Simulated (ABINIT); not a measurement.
# Equation of state of rutile-structure SiO2 (space group 136): energy against volume (ABINIT, PBE)

```
SiO2
1.0
    4.10568     0.00000     0.00000
    0.00000     4.10568     0.00000
    0.00000     0.00000     2.62252
Si O
2 4
Cartesian
  0.00000   0.00000   0.00000
  2.05284   2.05284   1.31126
  1.25634   1.25634   0.00000
  3.30917   0.79650   1.31126
  0.79650   3.30917   1.31126
  2.84934   2.84934   0.00000
```

Level of theory: PBE, norm-conserving pseudopotentials (PseudoDojo nc-sr-05 PBE standard) (plane waves; ABINIT). Settings: pseudos = [Si.upf, O.upf]; ecut = 1497 eV; occopt = 3; tsmear = 0.01 eV; ngkpt = 8 8 12; nshiftk = 1; shiftk = 0 0 0; potentials = PseudoDojo nc-sr-05 PBE standard; nband = 22; kptopt = 1; nstep = 80; tolvrs = 1e-11. The cell above is the first row's. The rows scale it uniformly. In all rows fractional positions and the k mesh are held. E is the free energy at the stated smearing, counted from the lowest row.

```csv
V (Å^3/atom),E (meV/atom)
7.3678,?
7.5280,28.86
7.6881,12.13
7.8483,2.75
8.0085,0.00
8.1686,3.22
8.3288,11.81
8.4890,25.25
8.6491,43.05
```

The 8 complete rows are fitted with the third-order Birch-Murnaghan form, a cubic in V^(-2/3), E against V. With u = V^(-2/3) - 0.248, the rows have u = 0.012344, 0.008717, 0.005211, 0.001823, -0.001452, -0.004624, -0.007695, -0.010670. Least squares gives E = 1.080 - 1081.85·u + 268503·u² + 117490·u³. Residuals (row less fit): 0.000, 0.000, 0.000, -0.001, 0.003, -0.002, 0.000, 0.001; standard error 0.002 (degrees of freedom: 4). Its minimum lies at u = 0.002012, so V0 = (0.250012)^(-3/2) = 7.999. There d²E/du² = 538400 and d³E/du³ = 704900, so B0 = (4/9) × 7.999^(-7/3) × 538400 × 0.160218 = 300 GPa (the last factor turns the table's units into GPa), and B0' = 4 + (2/3) × 0.250012 × (704900)/538400 = 4.2. The program's pressures in the fitted runs (not shown) pass through zero at V = 8.00, 0.00 % from this V0.

Problem. Estimate the missing E (V = 7.3678); what did the run itself give?

Solution. u = 0.016104, so E = 1.080 - 1081.85 × 0.016104 + 268503 × 0.016104² + 117490 × 0.016104³ = 53.782 meV/atom. The calculation gives 53.74 meV/atom, 0.042 meV/atom below the prediction (0.1 % of the range of E in the table). The row lies outside the fitted rows, so this is an extrapolation. From the scatter of the fitted rows alone, a prediction at this place has a standard error of 0.006 meV/atom, so the miss is 7.0 times that.

Carrying the step between the two nearest rows on in a straight line would have given 45.60, off by 8.14; series whose last step already gives the withheld value aren't shown. The scan was laid around a cell of about the measured size, scaled by a guess for this functional; axis ratios and inner coordinates come from that cell. This is stishovite, a high-pressure phase. The runs keep the symmetry of the cell, so they don't test it for distortions. The shape of the cell and the inner coordinates aren't relaxed, so V0 and B0 belong to this uniform scaling; a relaxed crystal lies no higher in energy and is usually softer (forces reach 0.56 eV/Å in these rows). Cutoffs and mesh are single choices, not tested for convergence of this quantity. Series with a scatter that would blur these digits, or in which a gap closes, are not shown. Nor are scans whose minimum lies at an end fitted in this form.

Terms beyond the fitted order, or numerical noise in single rows, can give a miss of this size; the table doesn't tell which.
